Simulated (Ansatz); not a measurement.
Worked example: self-consistent single point of SrMg2 (Fd-3m, 6 atoms in the cell) in Ansatz (a quantum-chemistry and plane-wave program).

Method: LDA (PW92), PAW files made with PBE (plane waves; Ansatz).

```
SrMg2
1.0
    0.00000     4.54476     4.54476
    4.54476     0.00000     4.54476
    4.54476     4.54476     0.00000
Sr Mg
2 4
Direct
  0.50000   0.50000   0.50000
  0.75000   0.75000   0.75000
  0.12500   0.12500   0.62500
  0.12500   0.62500   0.12500
  0.12500   0.12500   0.12500
  0.62500   0.12500   0.12500
```

Reference input (self-consistent single point, DFT, PBEsol, plane waves, PAW files made with PBE): basis.ecutwfc = 30.9 Ry; kpoints.mp_grid.grid = 4 4 4; hamiltonian.xc = pbesol; hamiltonian.pseudopotentials = {kind: paw} (the program's default PAW files); scf.occupations.method = gaussian; scf.occupations.width = 0.0037 Ry. This run's input differs from it in these lines:

Ansatz 0.2 input:
```diff
@@ -19,3 +19,3 @@
 hamiltonian:
-  xc: pbesol
+  xc: lda
   pseudopotentials:
```

The program printed (abridged):

```
SCF iter   1: F=—  HF=-14496.270245 eV  |F-HF|=—  |Δ(HF+E_count)|=         —  Δρ=1.87e-2  dr2=1.66e0  ethr=3.10e-3  ⟨swp⟩=11.0  Hψ=1505  notcnv=0
all-band conjugate gradients solve this SCF's bands
preconditioner: auto → Kerker (q_TF=auto, 2.256 Å⁻¹)
SCF iter   2: F=—  HF=-14495.893902 eV  |F-HF|=—  |Δ(HF+E_count)|=   3.76e-1  Δρ=1.11e-2  dr2=7.60e-1  ethr=2.77e-3  ⟨swp⟩=2.8  Hψ=390  notcnv=0  defer=9
   [... lines left out ...]
SCF iter   5: F=—  HF=-14495.631938 eV  |F-HF|=—  |Δ(HF+E_count)|=   2.34e-4  Δρ=1.81e-4  dr2=6.51e-5  ethr=2.30e-6  ⟨swp⟩=2.0  Hψ=394  notcnv=0  defer=9
SCF iter   6: F=—  HF=-14495.631999 eV  |F-HF|=—  |Δ(HF+E_count)|=   6.12e-5  Δρ=4.83e-5  dr2=6.28e-6  ethr=1.08e-7  ⟨swp⟩=2.0  Hψ=405  notcnv=0  defer=9
SCF iter   7: F=—  HF=-14495.631997 eV  |F-HF|=—  |Δ(HF+E_count)|=   1.40e-6  Δρ=9.54e-6  dr2=2.49e-7  ethr=1.05e-8  ⟨swp⟩=2.0  Hψ=397  notcnv=0  defer=9
SCF iter   8: F=-14495.631997 eV  HF=-14495.631997 eV  |F-HF|=3.73e-10  |Δ(HF+E_count)|=   1.55e-8  Δρ=1.46e-6  dr2=4.87e-9  ethr=1.67e-10  ⟨swp⟩=13.0  Hψ=1585  notcnv=0
SCF 1 converged in 8 iterations: F = -14495.631997 eV  dr2 = 4.87e-9
Free energy (F): -14495.631997 eV
Internal energy: -14495.614572 eV  (E = F + TS)
E sigma→0 (E₀):  -14495.623285 eV
Entropy (-TS):   -0.017425 eV (-2.904 meV/atom)
Fermi energy:    5.514976 eV
--- Forces (eV/Å), atoms counted from 1 ---
  atom   1  Sr     0.00000000    -0.00000000     0.00000000
   [... zero for the other atoms too ...]
--- Stress (GPa, compression-positive) ---
       -1.823525       0.000000      -0.000000
        0.000000      -1.823525       0.000000
       -0.000000      -0.000000      -1.823525
  P = ⅓ Tr σ = -1.8235 GPa (-18.235 kbar)
  The stress holds the Pulay correction. Without it, at fixed plane waves, as pw.x and ABINIT print it: P = -1.8275 GPa
```

The run converged in 8 iterations. Against the reference run the pressure goes from -0.68 to -1.82 GPa.

The starting cell comes from a database of computed structures (which also holds hypothetical and non-ambient phases and stackings), without a prior relaxation at this level. Ansatz's pressure includes its estimate of the finite-basis (Pulay) stress.
